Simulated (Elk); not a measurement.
Input and output of a self-consistent single point for CdAu (P1, 2 atoms in the cell) (Elk).

Level of theory: PBEsol, all-electron FP-LAPW, Elk's shipped species files, APW+lo basis with extra local orbitals (Elk).

The change in words: atoms moved at random. Reference geometry:
```xyz
2
Lattice="3.3381 0.0000 0.0000 0.0000 3.3381 0.0000 0.0000 0.0000 3.3381" Properties=species:S:1:pos:R:3 pbc="T T T"
Cd     0.0000     0.0000     0.0000
Au     1.6691     1.6691     1.6691
```

Reference input (self-consistent single point, DFT, PBEsol, all-electron FP-LAPW, Elk's shipped species files, APW+lo basis with extra local orbitals): xctype = 22; rgkmax = 8; stype = 0; swidth = 0.00999582 Ha; ngridk = 7 7 7; gmaxvr = 14 1/bohr; nxlo = 2; lorbcnd = true; rmtscf = 0.95; lmaxi = 2; maxscl = 100. This run's input differs from it in these lines:

```diff
@@ -42,6 +42,6 @@
   1
-  0.0000000000  0.0000000000  0.0000000000    0.0 0.0 0.0
+  0.0031010000  -0.0119640000  -0.0087220000    0.0 0.0 0.0
   'Au.in'
   1
-  0.5000000000  0.5000000000  0.5000000000    0.0 0.0 0.0
+  0.4968990000  0.5119640000  0.5087220000    0.0 0.0 0.0
```

Log, with long lists cut:

```
│ Self-consistent loop started │
│ Loop number : 1 │
 total energy                :     -24630.1041190
│ Loop number : 2 │
 total energy                :     -24630.6735476
RMS change in Kohn-Sham potential (target) :   0.1864287924     (  0.1000000000E-05)
Absolute change in total energy (target)   :   0.5694285448     (  0.1000000000E-03)
│ Loop number : 3 │
 total energy                :     -24632.2107999
RMS change in Kohn-Sham potential (target) :   0.1677771836     (  0.1000000000E-05)
Absolute change in total energy (target)   :    1.679609490     (  0.1000000000E-03)
│ Loop number : 4 │
   [... lines left out ...]
Absolute change in total energy (target)   :   0.5587279556E-03 (  0.1000000000E-03)
│ Loop number : 14 │
 total energy                :     -24636.2150451
RMS change in Kohn-Sham potential (target) :   0.1928142604E-06 (  0.1000000000E-05)
Absolute change in total energy (target)   :   0.2744969461E-03 (  0.1000000000E-03)
│ Loop number : 15 │
 total energy                :     -24636.2150584
RMS change in Kohn-Sham potential (target) :   0.6640196981E-07 (  0.1000000000E-05)
Absolute change in total energy (target)   :   0.5525885354E-04 (  0.1000000000E-03)
Convergence targets achieved

│ Loop number : 16 │

Energies :
 Fermi                       :     0.300198125976
 total energy                :     -24636.2150605

Density of states at Fermi energy :    14.00739018
 (states/Hartree/unit cell)

Estimated indirect band gap :   0.1534088439E-01
 from k-point     36 to k-point    138
Estimated direct band gap   :   0.5772078740E-01
 at k-point    177

Charges :
 core                        :    78.00000000
 valence                     :    49.00000000
 interstitial                :    2.717809024
 muffin-tins (core leakage)
  species :    1 (Cd)
   atom    1                 :    46.39086759     (  0.4930045407E-03)
  species :    2 (Au)
   atom    1                 :    77.89132338     (  0.2089759397E-03)
 total in muffin-tins        :    124.2821910
 total calculated charge     :    126.9948936
 total charge                :    127.0000000
 error                       :   0.5106418589E-02

│ Self-consistent loop stopped │
```

The run converged in 16 iterations. The count includes the last loop, which Elk runs after its targets are met. Against the reference run the total energy rises by 8.9 meV/atom.

The starting cell comes from a database of computed structures (which also holds hypothetical and non-ambient phases and stackings), without a prior relaxation at this level. Its lattice was rescaled by a random factor within 2.5 % of one. For this run, on top of that: atoms moved at random. Spin-orbit coupling is off. Values depend on the basis (sphere radii, cutoffs, local orbitals), which need not be converged. The log's line on a gap gives a spacing of levels on this mesh, which the program prints for metals too.

Cost on one core of a shared machine: roughly 8 min.
